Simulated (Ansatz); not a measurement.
Seebeck coefficient (μV/K, mean over directions) of n-type SnS₂ (P-3m1) against carrier density, PBEsol+D3BJ, rigid bands in Ansatz (a quantum-chemistry and plane-wave program). Computed gap 0.95 eV; densities at which minority carriers matter at this gap, or further valleys turn the trend, are left out. Conductivity mass 0.34 mₑ (harmonic mean over directions), N_c = 3.4e19 cm⁻³ at 300 K.

```tsv
electron density	300 K	500 K
1e17 cm⁻³	(withheld)	-783
1e18 cm⁻³	-518	-585
3e18 cm⁻³	-423	(withheld)
1e19 cm⁻³	-321	-388
3e19 cm⁻³	-231	-295
1e20 cm⁻³	-142	-199
3e20 cm⁻³	-79	-122
1e21 cm⁻³	-37	(withheld)
```

Question: Complete the blanks.

Answer: 
- 1e17 cm⁻³, 300 K: -716
- 3e18 cm⁻³, 500 K: -491
- 1e21 cm⁻³, 500 K: -62

Rigid bands with a gap fixed in temperature, one relaxation time for all states, no polarons or phonon drag, and whether or not such doping can be reached. Spin-orbit coupling is left out. Geometry: cell and atoms relaxed with PBEsol+D3(BJ).
